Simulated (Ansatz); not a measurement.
# Several settings converged on LuTl3 (P4mm, 4 atoms in the cell)

```
LuTl3
1.0
    4.70204     0.00000     0.00000
    0.00000     4.70204     0.00000
    0.00000     0.00000     4.70204
Lu Tl
1 3
Cartesian
  0.00000   0.00000   0.05000
  0.00000   2.35102   2.35102
  2.35102   0.00000   2.35102
  2.35102   2.35102   0.00000
```

Base method: PBEsol, default PAW files made with PBE (plane waves; Ansatz, a quantum-chemistry and plane-wave program).

Base settings: basis.ecutwfc = 30.9 Ry; kpoints.mp_grid.grid = 7 7 7; hamiltonian.xc = pbesol; hamiltonian.pseudopotentials = {kind: paw} (the program's default PAW files); scf.occupations.method = fermi_dirac; scf.occupations.width = 0.0073 Ry.

The count of work is k-points × plane waves × bands × iterations; it is no time. Core times come from one kind of shared machine, to one figure; runs under 30 s give none.

**The k-point mesh at a smearing width of 0.02 eV**

In this ladder: scf.occupations.width = 0.0015 Ry.

Only quantities that move along the ladder and can be compared are tabulated.

```csv
kpoints.mp_grid.grid,free energy less the last step's (meV/atom),pressure (GPa),largest difference of a force vector from the last step's (eV/Å),count of work / last,core time / last (rough)
3 3 3,35.72,-1.47,0.007,0.017,–
4 4 4,-29.48,-1.97,0.020,0.044,–
5 5 5,-12.79,-1.82,0.008,0.044,–
7 7 7,-2.72,-1.96,0.001,0.11,–
8 8 8,-5.22,-1.92,0.013,0.19,0.2
9 9 9,1.01,-1.84,0.003,0.19,0.2
11 11 11,0.09,-1.78,0.003,0.31,0.3
17 17 17,0.00,-1.83,0.000,1.0,1
```

Coarsest kpoints.mp_grid.grid that holds the free energy within 2 meV/atom of the last step, with all finer ones: 9 9 9, at 0.19 of the last step's count of work and about 0.2 of the last step's time; the step before is off by 5.2 meV/atom.

Coarsest kpoints.mp_grid.grid that holds the pressure within 0.2 GPa of the last step, with all finer ones: 4 4 4, at 0.044 of the last step's count of work; the step before is off by 0.36 GPa.

Coarsest kpoints.mp_grid.grid that holds the forces within 0.01 eV/Å of the last step, with all finer ones: 9 9 9, at 0.19 of the last step's count of work and about 0.2 of the last step's time; the step before is off by 0.013 eV/Å.

**The width of Fermi-Dirac smearing**

In this ladder: kpoints.mp_grid.grid = 12 12 12.

Narrow widths need finer meshes than wide ones, so the last steps can hold mesh noise.

Only quantities that move along the ladder and can be compared are tabulated; pressure and forces are left out, as mesh noise rules them at narrow widths.

```csv
scf.occupations.width,free energy less the last step's (meV/atom),energy extrapolated to zero width less the last step's (meV/atom),core time / last (rough)
0.0735 Ry,-890.70,32.10,2
0.0367 Ry,-207.89,4.30,2
0.022 Ry,-68.29,0.67,1
0.0147 Ry,-25.69,0.27,1
0.0073 Ry,0.00,0.00,1
```

Widest scf.occupations.width that holds the free energy within 5 meV/atom: not settled: the last two steps still differ by 26 meV/atom, over half the tolerance, so the ladder does not show it.

Widest scf.occupations.width that holds the energy extrapolated to zero width within 2 meV/atom of the last step, with all finer ones: 0.022 Ry; the step before is off by 4.3 meV/atom.

The extrapolation to zero width removes most of the smearing's effect on the energy.

**The width of cold smearing**

In this ladder: kpoints.mp_grid.grid = 12 12 12; scf.occupations.method = cold.

Narrow widths need finer meshes than wide ones, so the last steps can hold mesh noise.

Only quantities that move along the ladder and can be compared are tabulated; pressure and forces are left out, as mesh noise rules them at narrow widths.

```tsv
scf.occupations.width	free energy less the last step's (meV/atom)	core time / last (rough)
0.0735 Ry	6.30	1
0.0367 Ry	2.03	1.0
0.022 Ry	1.54	1
0.0147 Ry	1.15	1
0.0073 Ry	0.00	1
```

Widest scf.occupations.width that holds the free energy within 5 meV/atom of the last step, with all finer ones: 0.0367 Ry; the step before is off by 6.3 meV/atom.

On the base run: the starting cell comes from a database of computed structures (which also holds hypothetical and non-ambient phases and stackings), without a prior relaxation at this level. Its lattice was rescaled by up to half a per cent. One atom was moved a little off its site on purpose. Ansatz's pressure includes its estimate of the finite-basis (Pulay) stress.

Left out of this page: 4 runs of the series outside the window shown, repeating another row's setting, or not comparable.

Keys are those of Ansatz 0.2.
